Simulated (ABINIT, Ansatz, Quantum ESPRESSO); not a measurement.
**Code comparison for Tl (P6_3/mmc, 2 atoms in the cell)**

Self-consistent single point.

```
Tl
1.0
    3.56519     0.00000     0.00000
   -1.78259     3.08754     0.00000
    0.00000     0.00000     5.75610
Tl
2
Direct
  0.33333   0.66667   0.25000
  0.66667   0.33333   0.75000
```

Shared settings, as Ansatz (a quantum-chemistry and plane-wave program) writes them: kpoints.mp_grid.grid = 9 9 5; magnetization.spin_orbit = true; scf.occupations.method = fermi_dirac; scf.occupations.width = 0.05 eV. Potentials and cutoffs stand in the table.

| code | model | pressure (GPa) | cutoff |
|---|---|---|---|
| Ansatz | PBE with spin-orbit coupling, PAW files | -0.54 | 420 eV |
| ABINIT | PBE, spin-orbit coupling, norm-conserving pseudopotentials (PseudoDojo nc-fr-04 PBE standard) | -0.51 | 31 Ha |
| Quantum ESPRESSO | PBE, spin-orbit coupling, PseudoDojo fully relativistic norm-conserving (PBE) pseudopotentials | -0.50 | 65 Ry |

The spread over the programs that give each value: pressure within 0.04 GPa.

Ansatz's pressure is given at a fixed set of plane waves, as the other plane-wave codes print theirs; with its correction for the finite basis it is -0.49 GPa.

The starting cell comes from a database of computed structures (which also holds hypothetical and non-ambient phases and stackings), without a prior relaxation at this level. Its lattice was rescaled by a random factor within 2.5 % of one.

Left out of this page: Elk and FLEUR (with a known weakness of the program); SIESTA (not drawn, or without a comparable value).

Keys are those of Ansatz 0.2.
